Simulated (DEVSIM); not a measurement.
System: Schottky contact on n-type GaAs, at 400 K.

Layer 1 from the left is GaAs, thickness (μm) 3.10, Nd (cm⁻³) 2.7e16, τn (s) 1.1e-9, τp (s) 1.1e-9.

Left contact: Schottky, work function 5.14 eV, emission velocity 1.9e6 cm/s. Right contact: ohmic. Voltage is applied to the left contact. Recombination: SRH at mid-gap, radiative, Auger. Mobility is constant in doping.

Constants are typed, rounded textbook-type inputs, not results; the design itself was drawn at random and stands for no fabricated device. Values at 300 K; Nc and Nv go as T^1.5, mobilities as T to minus their exponent, the gap by Varshni's rule with the affinity fixed.

GaAs: gap (eV) 1.424, affinity (eV) 4.07, permittivity 12.9, Nc (cm⁻³) 4.7e17, Nv (cm⁻³) 9e18, μn (cm²/Vs) 8500, μp (cm²/Vs) 400, T exponent of μn 2.1, T exponent of μp 2.2, B (cm³/s) 2e-10, Cn (cm⁶/s) 1e-30, Cp (cm⁶/s) 1e-30, Varshni α (eV/K) 0.000541, Varshni β (K) 204.

Question: Estimate by hand the built-in potential, the peak field at zero bias, the capacitance at -0.6 V, and compare with a numerical solution.

Answer: 
- Built-in potential: barrier φB = 1.070 eV; Vbi = φB − kT/q ln(N_band/N) = 0.957 V; numerical 0.957 V.
- Peak field at zero bias: depletion approximation: W = √(2εVbi/(qN)) = 0.225 μm with N = 2.70e16 cm⁻³; field = 2Vbi/W = 85100 V/cm; numerical 83500 V/cm (estimate above by 2.0 %).
- Capacitance at -0.6 V: C = √(qεN / 2(Vbi + |V|)) = 39.8 nF/cm²; numerical 40.3 nF/cm² (estimate below by 1.0 %).

DEVSIM, 1D drift-diffusion, Boltzmann statistics, complete ionisation; no tunnelling, impact ionisation, image-force lowering or self-heating. Metal contacts follow the ideal Schottky-Mott rule: no Fermi-level pinning, no interface dipoles.
